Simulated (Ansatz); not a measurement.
# What Se → As does to CdSe

Start from CdSe in the zinc blende structure (space group F-43m, No. 216; a = 6.0818 Å).

Now apply this change: As takes the place of Se on all its sites; the structure is relaxed again.

Level of theory: Ansatz (a quantum-chemistry and plane-wave program), PBEsol, PAW, cutoff 420 eV, scalar-relativistic without spin-orbit coupling. Γ-centred 13×13×13 mesh, Fermi–Dirac width 0.05 eV, for the changed cell.

The volume per atom shrinks by 0.96 Å³ (28.12 Å³ → 27.16 Å³) and the lattice parameter a decreases by 0.070 Å to 6.012 Å. The space group remains F-43m (No. 216) and the shortest interatomic distance drops by 0.0303 Å to 2.603 Å. The band gap goes from 0.48 eV to zero.

Final structure:

```
CELL_PARAMETERS angstrom
      0.00000     3.00591     3.00591
      3.00591     0.00000     3.00591
      3.00591     3.00591     0.00000
ATOMIC_POSITIONS crystal
  As 0.75000 0.75000 0.75000
  Cd 0.00000 0.00000 0.00000
```

No phonon test of stability was made. As relaxed here, CdAs is a hypothetical phase, not in the database extracts checked. All final runs are without spin polarisation. An odd electron count without spin: CdAs.
